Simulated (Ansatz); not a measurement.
Results of rVV10 (plane waves, PAW; Ansatz, a program for electronic structure) for NiAs-type NiSb.

Run with plane-wave cutoff 520 eV, 18×18×12 k mesh (along the axes of the cell as run), Fermi–Dirac smearing 0.05 eV, no spin polarisation, scalar-relativistic PAW data made under PBE.

Shape and atoms are relaxed at each volume.

Pressure at four volumes; x = ln(V/18.182 Å³). One pressure is withheld.

| V (Å³/atom) | x | P (GPa) |
|---|---|---|
| 17.455 | -0.0408 | ? |
| 17.818 | -0.0202 | 2.18 |
| 18.182 | 0.0000 | -0.01 |
| 18.909 | 0.0392 | -3.65 |

Pass a parabola P(x) through the three rows shown, estimate the bulk modulus and its pressure derivative near zero pressure, and predict the withheld pressure.

Slopes between the rows: (-0.01 − (2.18))/(0.0000 − (-0.0202)) = -108.42 and (-3.65 − (-0.01))/(0.0392 − (0.0000)) = -92.86 GPa. Their difference over the span 0.0594 is c = 15.56/0.0594 = 262.0 GPa, so P(x) = 2.18 + (-108.42)(x − (-0.0202)) + 262.0 (x − (-0.0202))(x − (0.0000)). At the middle row B = −dP/dx = −[-108.42 + 262.0 × 0.0202] = 103.1 GPa, and B′ = dB/dP = 2c/B = 5.1. At x = -0.0408 the parabola gives 4.63 GPa; the run gives 4.64 GPa. The Birch–Murnaghan fit to the energies at all volumes has B0 = 103 GPa and B′ = 5.0.

Note: the bulk modulus comes from volumes at which shape and atoms were relaxed.

Spin–orbit coupling is not included.
